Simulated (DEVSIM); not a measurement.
Device: Cr/SiON/p-GaAs capacitor, at 250 K.

Layer 1 from the left is SiON, thickness (nm) 2.90. Layer 2 from the left is GaAs, thickness (nm) 2700, Na (cm⁻³) 5.7e16.

Metal gate on the left, work function 4.5 eV. Fixed charge at the semiconductor interface 7.8e11 cm⁻² (in units of +e); no interface traps.

Constants are typed, rounded textbook-type inputs, not results; the design itself was drawn at random and stands for no fabricated device. Values at 300 K; Nc and Nv go as T^1.5, mobilities as T to minus their exponent, the gap by Varshni's rule with the affinity fixed.

SiON: gap (eV) 7, affinity (eV) 1.4, permittivity 5.5. GaAs: gap (eV) 1.424, affinity (eV) 4.07, permittivity 12.9, Nc (cm⁻³) 4.7e17, Nv (cm⁻³) 9e18, Varshni α (eV/K) 0.000541, Varshni β (K) 204.

Simulated with DEVSIM: 1D Poisson equation in equilibrium, Boltzmann statistics, complete ionisation; no quantum confinement or tunnelling. Metal contacts follow the ideal Schottky-Mott rule: no Fermi-level pinning, no interface dipoles.

What does the simulation give for the minimum of the low-frequency capacitance?

minimum of the low-frequency capacitance 0.0645 μF/cm².
